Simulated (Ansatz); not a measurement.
Start from CdSe in the zinc blende structure (space group F-43m, No. 216; a = 6.133 Å). Axes: x, y, z lie along the cube axes.

Method: plane-wave PAW DFT at the r2SCAN level (Ansatz, a program for electronic structure, 500 eV), no spin-orbit coupling.

Strains are applied to the cell and any free atomic positions relax; under biaxial strain the out-of-plane vector relaxes too.

One change was made to it. Results:

```tsv
quantity	base	after
band gap	1.04 eV	1.00 eV
pressure (mean of the normal stresses, compression positive)	0.01 GPa	0.76 GPa
valence-band top at Γ (three highest levels, from the VBM)	0.00, 0.00, 0.00 eV	0.00, 0.00, -0.21 eV
```

Task: Which change produced these results?
A. biaxial strain −2.50 %, plane normal [001], relaxed out of plane
B. biaxial strain −1.00 %, plane normal [001], relaxed out of plane
C. biaxial strain −1.50 %, plane normal [001], relaxed out of plane
D. biaxial strain −0.50 %, plane normal [001], relaxed out of plane

Result: A, biaxial strain −2.50 %, plane normal [001], relaxed out of plane. For comparison, the valence-band top at Γ in the other runs: biaxial strain −1.50 %, plane normal [001], relaxed out of plane gives 0.00, 0.00, -0.12 eV; biaxial strain −1.00 %, plane normal [001], relaxed out of plane gives 0.00, 0.00, -0.08 eV; biaxial strain −0.50 %, plane normal [001], relaxed out of plane gives 0.00, 0.00, -0.04 eV.

Stability against distortions was not tested.
